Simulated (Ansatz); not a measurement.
**A constructed model of the (0001) surface of hcp Co, ferromagnetic, a pseudomorphic layer of Si in the other hollow (bottom of the slab: a bare face, its two planes held)**

These are PBE (plane waves to 420 eV, PAW; Ansatz, a program for electronic structure) values and carry that method's errors.

Slab: 7 atoms, 12.1 Å thick at the start with caps and adatoms (thin: gaps and levels are the slab's own); k 17x17x1, smearing 0.1 eV, dipole-corrected; 2 atoms held, the rest relaxed; held to the start's symmetry, so lower structures may exist; spin-polarised, ending with about 9.3 μB a cell; orders that need a larger cell were not tried, no spin-orbit, no U. In PBE it is, or lies within 0.01 eV a 1x1 cell of, the lowest of the 2 structures of its composition computed so far; subsurface sites and larger cells were not tried.

| Quantity | Result |
|---|---|
| work function of the top face | 4.52 eV |
| energy released by relaxation | 0.015 eV |
| magnetic moment of the cell | 9.27 μB |
| cost | about 3 core-minutes (a rough figure) |
